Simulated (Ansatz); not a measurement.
NaH (Fm-3m), PBEsol, rigid bands (Ansatz, a quantum-chemistry and plane-wave program): N_c = 4.67e19 cm⁻³ at 300 K and an electron conductivity mass of 0.469 mₑ.

### Question
For 1e16 electrons per cm³ at 300 K, place the Fermi level, estimate the Seebeck coefficient of a parabolic band with constant τ, and give mobility and conductivity for τ = 10 fs.

### Answer
The level lies k_BT ln(N_c/n) = 0.218 eV below the conduction-band minimum. S ≈ −(k_B/e)[ln(N_c/n) + 5/2] = -944 μV/K, against -945 μV/K from the full bands (mean over directions). μ = eτ/m = 37.5 cm²/(V·s) and σ = neμ = 0.0601 S/cm. τ is assumed, not computed.

Band transport and this doping are assumed; polarons and phonon drag are left out. Spin-orbit coupling is left out.

Computed structure, not matched to a measured one here, so possibly hypothetical: NaH (Fm-3m).
